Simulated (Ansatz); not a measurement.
HfSiO4 (I4₁/amd, No. 141, 12 atoms in the cell; start COD 9000852), treated with PBE0 in Ansatz (plane waves, PAW).

Settings: plane-wave cutoff 460 eV, 6×6×6 k mesh, Fermi–Dirac smearing 0.01 eV, scalar-relativistic PAW data made under PBE.

Cell (measured lattice):

```
CELL_PARAMETERS angstrom
     -3.28625     3.28625     2.98160
      3.28625    -3.28625     2.98160
      3.28625     3.28625    -2.98160
ATOMIC_POSITIONS crystal
  Hf 0.75000 0.25000 0.50000
  Hf 0.00000 0.00000 0.00000
  Si 0.25000 0.75000 0.50000
  Si 0.50000 0.50000 0.00000
  O  0.13530 0.31980 0.81550
  O  0.06980 0.75430 0.68450
  O  0.50430 0.31980 0.18450
  O  0.06980 0.38530 0.31550
  O  0.61470 0.93020 0.68450
  O  0.68020 0.86470 0.18450
  O  0.24570 0.93020 0.31550
  O  0.68020 0.49570 0.81550
```

What does this level give for the band gap, smallest direct gap on the k points sampled and direct gap at Γ?


- band gap = 8.04 eV
- smallest direct gap on the k points sampled = 8.45 eV
- direct gap at Γ = 8.52 eV

Note: the file's cell can be that of a phase stable at another temperature; cell and atoms aren't relaxed at this level (largest force component 0.04 eV/Å, pressure 1.1 GPa).

Spin–orbit coupling is not included.

The computed numbers hold no vibrational or temperature effects.

The result took roughly 7 core-minutes.

Ansatz is an electronic-structure program.
